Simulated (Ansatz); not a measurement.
MgS (P6₃mc, No. 186, 4 atoms in the cell; start mp-1185942; another space group than a measured phase of this formula): smallest direct gap on the k points sampled by level of theory

No measured value is used here.

```csv
level (code),value (eV),cell (Å³/atom)
LDA (Ansatz),___,21.86
PBEsol (Ansatz),3.30,22.54
r²SCAN (Ansatz),4.15,22.68
r²SCAN+rVV10 (Ansatz),4.12,22.49
G0W0@PBEsol (Ansatz),5.09 ± 0.01,22.54
```

### Question
Complete the blanks.

### Answer

- LDA (Ansatz, an electronic-structure program), value (eV): 3.35

Computed values are for a static lattice.  A ± on a computed value is a rough bar: the spread of its extrapolation, a floor set from checks against published values, or a statistical error. Values are at the level's own relaxed cell; G0W0@PBEsol at the PBEsol cell. Cutoffs differ between the levels. Ansatz's density-functional and Hartree–Fock values are scalar-relativistic unless marked +SOC, with PAW data made under PBE.

A start named mp-… is a Materials Project structure, which need not be a measured phase.
